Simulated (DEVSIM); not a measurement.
System: Al/SiO2/n-Si capacitor, at 250 K.

```csv
layer (left to right),material,thickness (nm),Nd (cm⁻³)
1,SiO2,1.60,-
2,Si,1000,3.2e17
```

Metal gate on the left, work function 4.1 eV. Fixed charge at the semiconductor interface -1.4e11 cm⁻² (in units of +e); no interface traps.

This is a model device: material constants are rounded textbook-type values typed into the input, and sizes, dopings and lifetimes were drawn at random. Values at 300 K; Nc and Nv go as T^1.5, mobilities as T to minus their exponent, the gap by Varshni's rule with the affinity fixed.

```csv
parameter,SiO2,Si
gap (eV),9,1.124
affinity (eV),0.9,4.05
permittivity,3.9,11.7
Nc (cm⁻³),-,2.86e19
Nv (cm⁻³),-,3.1e19
Varshni α (eV/K),-,0.000473
Varshni β (K),-,636
```

DEVSIM, 1D Poisson equation in equilibrium, Boltzmann statistics, complete ionisation; no quantum confinement or tunnelling. Metal contacts follow the ideal Schottky-Mott rule: no Fermi-level pinning, no interface dipoles.

Task: Tabulate band edges, carrier densities and field at -0.7 V on the gate.

Result: Energies count from the Fermi level of the right contact; mesh points crowd at the junctions.

```csv
x (μm),Ec (eV),Ev (eV),n (cm⁻³),p (cm⁻³),field (V/cm)
0.000,3.900,-5.100,< 1e2,< 1e2,-630000
0.0006236,3.861,-5.139,< 1e2,< 1e2,-630000
0.001120,3.830,-5.170,< 1e2,< 1e2,-630000
0.001724,0.647,-0.489,2000000,3.3e9,-230000
0.003335,0.611,-0.525,1.1e7,6.0e8,-220000
0.005764,0.558,-0.578,1.2e8,5.3e7,-210000
0.01023,0.469,-0.667,7.5e9,850000,-190000
0.02249,0.276,-0.860,5.9e13,110,-130000
0.03962,0.130,-1.006,5.3e16,< 1e2,-45000
0.07247,0.091,-1.045,3.1e17,< 1e2,-560
0.1328,0.091,-1.045,3.2e17,< 1e2,≈ 0
0.2986,0.091,-1.045,3.2e17,< 1e2,≈ 0
0.5344,0.091,-1.045,3.2e17,< 1e2,≈ 0
0.7480,0.091,-1.045,3.2e17,< 1e2,≈ 0
0.8857,0.091,-1.045,3.2e17,< 1e2,≈ 0
0.9391,0.091,-1.045,3.2e17,< 1e2,≈ 0
0.9681,0.091,-1.045,3.2e17,< 1e2,≈ 0
0.9839,0.091,-1.045,3.2e17,< 1e2,≈ 0
0.9944,0.091,-1.045,3.2e17,< 1e2,≈ 0
0.9980,0.091,-1.045,3.2e17,< 1e2,≈ 0
1.000,0.091,-1.045,3.2e17,< 1e2,≈ 0
1.002,0.091,-1.045,3.2e17,< 1e2,≈ 0
```
